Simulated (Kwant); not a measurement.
System: quantum point contact (saddle potential) in a Si two-dimensional gas. Effective mass 0.19 mₑ, grid spacing 2 nm, hard walls, nominal width 40 nm (19 grid rows, so walls 40 nm apart), one parabolic valley, scattering region 120 nm long along x; energies count from the band bottom; Fermi energy 0.0377 eV. Potential (V0 + ½k y²) cos²(πx/L) for |x| < L/2, with V0 swept from 0.039585 to 0 eV, k = 0.00024 eV/nm², L = 28 nm.

The device is made up for the run: typed textbook-type constants, with dimensions and the other settings drawn at random.

Model: effective-mass tight-binding model on a square grid, one spin, coherent transport at 0 K (Kwant). Conductance is in e²/h.

Sweep values stay those of the base run.

The effective mass was swept, all else fixed.

```csv
effective mass (mₑ),G (e²/h) at V0 = 29.83 meV,mean G (e²/h) over the sweep,G (e²/h) at V0 = 10.33 meV,G (e²/h) at V0 = 20.08 meV
0.11,0.67,1.42,2.09,1.38
0.15,?,?,?,?
0.19,0.87,1.89,2.85,1.87
0.25,0.97,2.17,3.25,2.12
```

Q: What belongs in the gaps?

A: 
- 0.15, G (e²/h) at V0 = 29.83 meV: 0.79
- 0.15, mean G (e²/h) over the sweep: 1.67
- 0.15, G (e²/h) at V0 = 10.33 meV: 2.50
- 0.15, G (e²/h) at V0 = 20.08 meV: 1.65
